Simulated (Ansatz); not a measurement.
**Carrier properties of Li₂BaMgP₂O₈ (P-3)**

Input:

```xyz
14
Lattice="5.0343 0.0000 0.0000 -2.5171 4.3598 0.0000 0.0000 0.0000 7.0565" Properties=species:S:1:pos:R:3 pbc="T T T"
Ba     0.0000     0.0000     3.5283
Li     2.5171     1.4533     1.6978
Li     0.0000     2.9066     5.3587
Mg     0.0000     0.0000     0.0000
P      2.5171     1.4533     5.2823
P      0.0000     2.9066     1.7742
O      2.5171     1.4533     3.7371
O      0.0000     2.9066     3.3194
O      1.0526     1.2956     5.7792
O      1.4645     3.0642     1.2773
O      3.3859     0.2638     5.7792
O     -0.8688     4.0960     1.2773
O      3.1129     2.8004     5.7792
O     -0.5957     1.5594     1.2773
```

Calculation: PBEsol, rigid bands (plane waves, PAW, scalar-relativistic; Ansatz, a quantum-chemistry and plane-wave program). How the cell was made: cell and atoms relaxed with PBEsol.

```
Quantity                                                            Result
--------------------------------------------  ----------------------------
band gap                                                           5.92 eV
electron conductivity mass (300 K, dilute)                         0.50 mₑ
hole conductivity mass (300 K, dilute)        3.6 (x), 3.6 (y), 8.3 (z) mₑ
effective density of states N_c (300 K)                        8.7e18 cm⁻³
effective density of states N_v (300 K)                        7.2e20 cm⁻³
density-of-states mass, electrons                                  0.49 mₑ
density-of-states mass, holes                                       9.4 mₑ
Seebeck coefficient, n-type 1e19 cm⁻³, 300 K                     -211 μV/K
Seebeck coefficient, p-type 1e19 cm⁻³, 300 K                      579 μV/K
```

Rigid bands; masses and Seebeck coefficients take one relaxation time τ for all states and one kind of carrier; polarons and phonon drag are left out. Spin-orbit coupling is left out; where it splits the top of the valence band, N_v and the p-type Seebeck coefficient come out somewhat high without it.

Computed structure with no diffraction record at hand here (it may be known, metastable or hypothetical): Li2BaMgP2O8 (P-3).
